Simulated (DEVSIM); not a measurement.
Schottky contact on n-type GaN

Structure: Schottky contact on n-type GaN, at 300 K.

```
layer (left to right)  material  thickness (μm)  Nd (cm⁻³)   τn (s)   τp (s)
---------------------  --------  --------------  ---------  -------  -------
1                           GaN            1.90       2e15  5.3e-10  5.3e-10
```

Left contact: Schottky, work function 5.75 eV, emission velocity 8.3e6 cm/s. Right contact: ohmic. Voltage is applied to the left contact. Recombination: SRH at mid-gap, radiative, Auger. Mobility is constant in doping.

This is a model device: material constants are rounded textbook-type values typed into the input, and sizes, dopings and lifetimes were drawn at random. Values at 300 K.

```tsv
parameter	GaN
gap (eV)	3.43
affinity (eV)	4.1
permittivity	9.5
Nc (cm⁻³)	2.3e18
Nv (cm⁻³)	4.6e19
μn (cm²/Vs)	1200
μp (cm²/Vs)	100
B (cm³/s)	1e-11
Cn (cm⁶/s)	1e-30
Cp (cm⁶/s)	1e-30
```

Model (solved in DEVSIM): 1D drift-diffusion, Boltzmann statistics, complete ionisation; no tunnelling, impact ionisation, image-force lowering or self-heating. Metal contacts follow the ideal Schottky-Mott rule: no Fermi-level pinning, no interface dipoles.

The potential step across the device at zero bias is 1.468 V and the largest field in the device at zero bias is 33000 V/cm. The dark forward voltage at 1 A/cm² comes out as 1.278 V and the dark forward voltage at 100 A/cm² comes out as 1.455 V.

Small-signal capacitance in reverse bias (quasi-static):

```tsv
V (V)	C (nF/cm²)
-0.1	9.35
-0.25	8.92
-0.5	8.33
-0.75	7.84
-1	7.43
-1.5	6.77
-2	6.26
-2.5	5.85
-3.25	5.36
-4	4.98
-5	4.62
```

Dark forward current:

(V (V), J (A/cm²)): (0.45, 1.7e-14); (0.55, 8.0e-13); (0.60, 5.5e-12); (0.70, 2.6e-10); (0.80, 1.2e-8); (0.85, 8.3e-8); (0.95, 3.9e-6); (1.00, 2.7e-5); (1.10, 0.0012); (1.20, 0.055); (1.25, 0.36); (1.35, 12); (1.45, 95); (1.50, 170); (1.60, 330); (1.65, 420); (1.75, 610); (1.85, 800); (1.90, 900); (2.00, 1100)
